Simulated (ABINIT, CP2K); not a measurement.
An ABINIT input for a self-consistent single point of CoGa (Pm-3m, 2 atoms in the cell) (DFT, PBE, plane waves, norm-conserving pseudopotentials (PseudoDojo nc-sr-05 PBE standard)):

```
# CoGa, PseudoDojo nc-sr-05 PBE standard
pp_dirpath "./"
pseudos "Ga.upf, Co.upf"
acell 2.8800000000 2.8800000000 2.8800000000 Angstrom
rprim
         1.0000000000    0.0000000000    0.0000000000
         0.0000000000    1.0000000000    0.0000000000
         0.0000000000    0.0000000000    1.0000000000
natom 2
ntypat 2
znucl 31 27
typat 1 2
xcart
         2.7212056195    2.7212056195    2.7212056195
         0.0000000000    0.0000000000    0.0000000000
ecut 48
occopt 3
tsmear 0.00367493
nband 21
kptopt 1
ngkpt 8 8 8
nshiftk 1
shiftk 0 0 0
nstep 60
tolvrs 1.0e-12
prtwf 0
prtden 0
prtvol 1
```

Give the CP2K input for the same structure, mesh, smearing and functional.

One input that does it (others would too):

```
&GLOBAL
  PROJECT run
  RUN_TYPE ENERGY_FORCE
  PRINT_LEVEL MEDIUM
&END GLOBAL
&FORCE_EVAL
  METHOD Quickstep
  STRESS_TENSOR ANALYTICAL
  &DFT
    BASIS_SET_FILE_NAME BASIS_MOLOPT
    POTENTIAL_FILE_NAME GTH_POTENTIALS
    &QS
      METHOD GPW
      EPS_DEFAULT 1E-10
    &END QS
    &MGRID
      CUTOFF 600
      REL_CUTOFF 40
      NGRIDS 5
    &END MGRID
    &SCF
      SCF_GUESS ATOMIC
      EPS_SCF 1E-6
      MAX_SCF 100
      ADDED_MOS 6
      &DIAGONALIZATION
        ALGORITHM STANDARD
      &END DIAGONALIZATION
      &MIXING
        METHOD BROYDEN_MIXING
        ALPHA 0.2
        NBUFFER 12
      &END MIXING
      &SMEAR ON
        METHOD FERMI_DIRAC
        ELECTRONIC_TEMPERATURE [K] 1160.45
      &END SMEAR
    &END SCF
    &KPOINTS
      SCHEME MONKHORST-PACK 8 8 8
      GAMMA_CENTERED T
    &END KPOINTS
    &XC
      &XC_FUNCTIONAL PBE
      &END XC_FUNCTIONAL
    &END XC
    &PRINT
      &MO
        EIGENVALUES T
        OCCUPATION_NUMBERS T
        NDIGITS 8
        FILENAME mo
        &EACH
          QS_SCF 0
        &END EACH
        ADD_LAST NUMERIC
      &END MO
      &MULLIKEN ON
      &END MULLIKEN
    &END PRINT
  &END DFT
  &SUBSYS
    &CELL
      A 2.88000000 0.00000000 0.00000000
      B 0.00000000 2.88000000 0.00000000
      C 0.00000000 0.00000000 2.88000000
      PERIODIC XYZ
    &END CELL
    &COORD
      SCALED
      Ga       0.50000000     0.50000000     0.50000000
      Co       0.00000000     0.00000000     0.00000000
    &END COORD
    &KIND Ga
      BASIS_SET DZVP-MOLOPT-SR-GTH
      POTENTIAL GTH-PBE-q13
    &END KIND
    &KIND Co
      BASIS_SET DZVP-MOLOPT-SR-GTH
      POTENTIAL GTH-PBE-q17
    &END KIND
  &END SUBSYS
  &PRINT
    &FORCES ON
    &END FORCES
    &STRESS_TENSOR ON
    &END STRESS_TENSOR
  &END PRINT
&END FORCE_EVAL
```

Basis, cutoffs, solver keys and any potentials are the target program's own. This input uses DFT PBE, GPW, DZVP-MOLOPT-SR-GTH basis, GTH-PBE potentials (GTH_POTENTIALS). Both were run: pressure 0.76 GPa in ABINIT and 0.70 in CP2K.

On ABINIT: the starting cell has typed, rounded lattice constants, without a prior relaxation at this level. Spin polarisation is off.

On CP2K: the starting cell has typed, rounded lattice constants, without a prior relaxation at this level. Spin polarisation is off. Values carry the incompleteness of an atom-centred basis.
